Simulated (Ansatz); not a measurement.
Start from TiAl (space group P4/mmm, No. 123; a = 2.813 Å, c = 4.062 Å; relaxed with 0.1 eV smearing). Axes: x, y, z lie along a, b, c of the conventional cell.

Method: r2SCAN (Ansatz, a quantum-chemistry and plane-wave program, PAW, no spin-orbit coupling), earlier PAW set.

Base values:

```
Property   Result
--------  -------
Pressure  0.0 GPa
```

One thing is altered: biaxial strain −3.08 %, plane normal [001], relaxed out of plane (Cartesian); in-plane vectors clamped, the third vector and the atoms free.

### Question
What happens to the pressure and ratio −ε⊥/ε∥?

### Answer
The pressure (mean of the normal stresses, compression positive) goes from zero to 4.4 GPa; the ratio −ε⊥/ε∥ comes out as 0.94.

Stability against distortions was not tested. All final runs are without spin polarisation.
